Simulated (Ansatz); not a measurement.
## Ru, pressure series

Take Ru in the hcp (Mg type) structure (space group P6_3/mmc, No. 194; a = 2.705 Å, c = 4.260 Å) as the base.

Cell and atoms are relaxed at each pressure.

Calculations: r2SCAN/PAW in Ansatz (an electronic-structure program), no SOC.

| P (GPa) | V (Å³/atom) |
|---|---|
| -2.00 | 13.575 |
| -1.00 | 13.534 |
| 0.89 | 13.458 |
| 2.09 | 13.411 |
| 4.50 | 13.320 |
| 8.99 | 13.159 |
| 15.00 | 12.960 |
| 22.50 | 12.734 |
| 30.00 | 12.527 |

A third-order Birch–Murnaghan fit to these points gives V₀ = 13.49 Å³/atom, B₀ = 338 GPa and B₀′ = 4.8. At pressure 30 GPa the volume is 92.8 % of V₀.

Load acts through the strain it causes; cell and atoms are relaxed under it. Whether these cells are dynamically stable was not tested. Competing high-pressure phases were not computed. The final runs are not spin-polarised.
